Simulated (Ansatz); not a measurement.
**WGe (model structure, started from the FeSi type, P2₁3, No. 198, 8 atoms in the cell)**

Calculation: PBE in Ansatz (PAW).

Settings: plane-wave cutoff 500 eV, 8×8×8 k mesh, Fermi–Dirac smearing 0.05 eV, no spin polarisation, scalar-relativistic PAW data made under PBE.

Cell (relaxed at this level):

```xyz
8
Lattice="5.0042 0.0000 0.0000 0.0000 5.0042 0.0000 0.0000 0.0000 5.0042" Properties=species:S:1:pos:R:3 pbc="T T T"
W      0.6835     0.6835     0.6835
W      3.1856     1.8186     4.3207
W      4.3207     3.1856     1.8186
W      1.8186     4.3207     3.1856
Ge     4.2390     4.2390     4.2390
Ge     1.7369     3.2673     0.7652
Ge     0.7652     1.7369     3.2673
Ge     3.2673     0.7652     1.7369
```

For WGe (model structure, started from the FeSi type, P2₁3, No. 198, 8 atoms in the cell), the band gap is zero (no gap).

Note: the relaxation could raise the start's symmetry but not lower it, so the cell can be a saddle point.

Spin–orbit coupling is not included.

Static lattice: no zero-point or thermal effects.

Computing time: roughly 4 core-minutes.

A model structure was made by putting elements into a prototype or built by hand; it is no filed structure, need not be a known phase, and can be a saddle point held by its symmetry.

Ansatz is a quantum-chemistry and plane-wave program.
